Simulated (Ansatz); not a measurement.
The reference is PbSe in the rock salt structure (space group Fm-3m, No. 225; a = 6.178 Å).

All numbers come from r2SCAN, PAW, 500 eV (Ansatz, an electronic-structure program; spin-orbit coupling left out).

For the base:

| Item | Value |
|---|---|
| Hole mass | 0.24 mₑ along k, 0.11 mₑ across (at L) |
| Pressure | -0.1 kbar |

One thing is altered: an isotropic linear strain of +1.50 %; the atoms relax in the strained cell.

Q: What happens to the mean gap deformation potential ΔEg/Δln V, hole mass, energy relative to the base and pressure?

A: The mean gap deformation potential ΔEg/Δln V is +3.0 eV; the hole mass goes from 0.24 mₑ along k, 0.11 mₑ across (at L) to 0.30 mₑ along k, 0.13 mₑ across (at L); the energy grows by 9.2 meV/atom; the pressure falls by 20.8 kbar (-0.1 kbar → -20.9 kbar).

With Pb present, leaving out spin-orbit coupling can change the band edges. Masses are band curvatures over ±0.01 Å⁻¹ around the edge. Along k means along the line from Γ to the band edge. Whether these cells are dynamically stable was not tested.
